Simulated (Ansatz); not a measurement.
## BN: pressure series

Start from BN in the wurtzite structure (space group P6_3mc, No. 186; a = 2.555 Å, c = 4.225 Å).

Cell and atoms are relaxed at each pressure.

Level of theory: PBE (Ansatz, a first-principles code), no spin-orbit coupling.

```json
[
 {"change": "base", "lattice parameter a": "255.5 pm", "band gap": "5.23 eV"},
 {"change": "pressure −2 GPa", "lattice parameter a": "255.9 pm", "band gap": "5.24 eV"},
 {"change": "pressure −1 GPa", "lattice parameter a": "255.7 pm", "band gap": "5.23 eV"},
 {"change": "pressure 0.9 GPa", "lattice parameter a": "255.2 pm", "band gap": "5.22 eV"},
 {"change": "pressure 2.1 GPa", "lattice parameter a": "255.0 pm", "band gap": "5.22 eV"},
 {"change": "pressure 4.5 GPa", "lattice parameter a": "254.4 pm", "band gap": "5.20 eV"},
 {"change": "pressure 9 GPa", "lattice parameter a": "253.5 pm", "band gap": "5.18 eV"},
 {"change": "pressure 15 GPa", "lattice parameter a": "252.2 pm", "band gap": "5.15 eV"},
 {"change": "pressure 22.5 GPa", "lattice parameter a": "250.8 pm", "band gap": "5.11 eV"},
 {"change": "pressure 30 GPa", "lattice parameter a": "[?]", "band gap": "[?]"}
]
```

Some entries are withheld; estimate them.


- pressure 30 GPa, lattice parameter a: 249.4 pm
- pressure 30 GPa, band gap: 5.07 eV

Load acts through the strain it causes; cell and atoms are relaxed under it. Whether these cells are dynamically stable was not tested. Competing high-pressure phases were not computed.
